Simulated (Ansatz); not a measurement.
## Electron-phonon data for ScAs (Fm-3m)

Data:

```xyz
2
Lattice="0.0000 2.7050 2.7050 2.7050 0.0000 2.7050 2.7050 2.7050 0.0000" Properties=species:S:1:pos:R:3 pbc="T T T"
Sc     0.0000     0.0000     0.0000
As     2.7050     2.7050     2.7050
```

All values below come from PBEsol, DFPT electron-phonon coupling, linearised Boltzmann equation (plane waves, PAW, scalar-relativistic; Ansatz, a program for electronic structure). Geometry: relaxed with this functional, without spin-orbit coupling.

- resistivity at 300 K: 14.3 μΩ·cm
- resistivity at 77 K: 1.11 μΩ·cm
- electron mean free path at 300 K (weighted by the current that each state carries): 27 nm
- electron-phonon coupling λ: 0.119
- transport coupling λ_tr: 0.128
- logarithmic mean phonon energy: 24 meV
- density of states at the Fermi level: 0.138 states/(eV·spin·cell)
- Drude plasma energy: 3.1 eV
- Tc for μ* = 0.10 (anisotropic Eliashberg): below 1 K
- Tc for μ* = 0.13 (anisotropic Eliashberg): below 1 K

A metal at this level (no band gap). Only scattering by harmonic phonons is included (no impurities, grain boundaries, electron-electron scattering or thermal expansion). Spin-orbit coupling is left out. Halving the electron mesh (28x28x28) moves the resistivity by up to 6 % at 300 K, the mean free path by up to 2 %, the coupling by up to 1 %. Smearing 0.20 eV; phonons on a 5x5x5 q mesh, which this run doesn't test and which matters most at low temperature. Tc comes from the anisotropic Migdal-Eliashberg equations with μ*, a chosen number, referred to 27 meV.

Formula and space group known from diffraction (Crystallography Open Database), not checked to be the room-temperature form: ScAs (Fm-3m).
